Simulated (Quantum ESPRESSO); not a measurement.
**Short convergence ladders for SnSe2 (P3m1, 3 atoms in the cell)**

```
SnSe2
1.0
    3.79857     0.00000     0.00000
   -1.89928     3.28966     0.00000
    0.00000     0.00000     6.12158
Sn Se
1 2
Direct
  0.00000   0.00000   0.00817
  0.33333   0.66667   0.25000
  0.66667   0.33333   0.75000
```

Base method: LDA (PZ), GBRV 1.5 ultrasoft (LDA) pseudopotentials (plane waves; Quantum ESPRESSO).

Base settings: ecutwfc = 40 Ry; ecutrho = 200 Ry; occupations = smearing; smearing = fermi-dirac; degauss = 0.0036749 Ry; potentials = {Sn: sn_lda_v1.4.uspp.F.UPF, Se: se_lda_v1.uspp.F.UPF}; K_POINTS = automatic 3 3 2 0 0 0; conv_thr = 1e-11 Ry; mixing_beta = 0.4.

The count of work is k-points × plane waves × bands × iterations; it is no time. Core times come from one kind of shared machine, to one figure; runs under 30 s give none.

**The cutoff for other potential files**

Level: DFT, LDA (PZ), plane waves, PSlibrary ultrasoft (LDA, semicore) pseudopotentials.

In this ladder: pseudopotentials = {Sn: Sn.pz-dn-rrkjus_psl.1.0.0.UPF, Se: Se.pz-dn-rrkjus_psl.1.0.0.UPF}. Moved along: ecutrho.

The second cell is the first with its lattice scaled by 0.98.

The mesh stays at the base's, so the ladder's end is converged at best in this setting alone.

Only quantities that move along the ladder and can be compared are tabulated; the gap is left out on so coarse a mesh.

```tsv
ecutwfc	free energy less the last step's (meV/atom)	energy of the compressed cell less the first (meV/atom)	pressure (GPa)	largest difference of a force vector from the last step's (eV/Å)	count of work / last	core time / last (rough)
29 Ry	20888.56	54.20	-662.10	0.506	0.12	–
36 Ry	3205.18	65.28	-131.53	0.046	0.16	–
46 Ry	210.86	50.44	-5.40	0.002	0.21	–
55 Ry	105.92	51.37	2.25	0.001	0.28	0.3
65 Ry	60.27	51.10	1.36	0.000	0.36	0.3
78 Ry	14.67	51.24	2.41	0.000	0.46	0.7
98 Ry	6.90	51.27	2.72	0.000	0.65	0.5
130 Ry	0.00	51.26	2.83	0.000	1.0	1
```

Coarsest ecutwfc that holds the energy of the compressed cell less the first within 2 meV/atom of the last step, with all finer ones: 46 Ry, at 0.21 of the last step's count of work; the step before is off by 14 meV/atom.

Coarsest ecutwfc that holds the free energy within 5 meV/atom: not settled: the last two steps still differ by 6.9 meV/atom, over half the tolerance, so the ladder does not show it.

Coarsest ecutwfc that holds the forces within 0.01 eV/Å of the last step, with all finer ones: 46 Ry, at 0.21 of the last step's count of work; the step before is off by 0.046 eV/Å.

At the lowest cutoff the pressure lies 665 GPa under the last step's, the usual sign of Pulay stress in an incomplete plane-wave basis.

**The density cutoff**

The second cell is the first with its lattice scaled by 0.98.

The mesh stays at the base's, so the ladder's end is converged at best in this setting alone.

Only quantities that move along the ladder and can be compared are tabulated; the gap is left out on so coarse a mesh.

| ecutrho | free energy less the last step's (meV/atom) | energy of the compressed cell less the first (meV/atom) | pressure (GPa) | core time / last (rough) |
|---|---|---|---|---|
| 80 Ry | -36.55 | 48.86 | 4.24 | – |
| 120 Ry | 0.17 | 49.29 | 2.61 | – |
| 160 Ry | 0.04 | 49.41 | 2.61 | – |
| 200 Ry | 0.05 | 49.32 | 2.61 | – |
| 240 Ry | 0.05 | 49.31 | 2.61 | – |
| 320 Ry | 0.00 | 49.34 | 2.61 | 0.5 |
| 400 Ry | 0.00 | 49.34 | 2.61 | 0.5 |
| 480 Ry | -0.01 | 49.33 | 2.61 | 0.9 |
| 640 Ry | 0.00 | 49.35 | 2.61 | 1 |

Coarsest ecutrho that holds the energy of the compressed cell less the first within 0.2 meV/atom of the last step, with all finer ones: 120 Ry; the step before is off by 0.49 meV/atom.

Coarsest ecutrho that holds the free energy within 1 meV/atom of the last step, with all finer ones: 120 Ry; the step before is off by 37 meV/atom.

Coarsest ecutrho that holds the pressure within 0.05 GPa of the last step, with all finer ones: 120 Ry; the step before is off by 1.6 GPa.

The energy difference between the two cells stays within 1 meV/atom of the last step's from 80 Ry on, the total only from 120 Ry on: much of the error is common to both cells and cancels.

On the base run: the starting cell has typed, rounded lattice constants, without a prior relaxation at this level. Its lattice was rescaled by up to half a per cent. One atom was moved a little off its site on purpose.
